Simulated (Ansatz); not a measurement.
Pressure series in ScAl3

Start from ScAl₃ in the Cu3Au type structure (space group Pm-3m, No. 221; a = 4.072 Å).

Cell and atoms are relaxed at each pressure.

Method: Ansatz (an electronic-structure program) PBEsol, spin-orbit coupling left out.

Notes on the quantities. enthalpy: H = E + PV relative to the base's energy.

| variant | enthalpy | lattice parameter a |
|---|---|---|
| base | – | 4.072 Å |
| pressure −2 GPa | -0.21 eV/atom | 4.103 Å |
| pressure −1 GPa | -0.11 eV/atom | 4.087 Å |
| pressure 3 GPa | +0.31 eV/atom | 4.031 Å |
| pressure 7 GPa | +0.71 eV/atom | 3.982 Å |
| pressure 15 GPa | +1.48 eV/atom | 3.903 Å |
| pressure 30 GPa | +2.81 eV/atom | 3.792 Å |
| pressure 50 GPa | +4.43 eV/atom | [?] |
| pressure 75 GPa | +6.30 eV/atom | 3.581 Å |
| pressure 100 GPa | +8.03 eV/atom | 3.502 Å |

Task: Fill in the withheld entries from the trend.

Result: 
- pressure 50 GPa, lattice parameter a: 3.683 Å

Load acts through the strain it causes; cell and atoms are relaxed under it. Whether these cells are dynamically stable was not tested. No other phases were tried under pressure. The final runs are not spin-polarised.
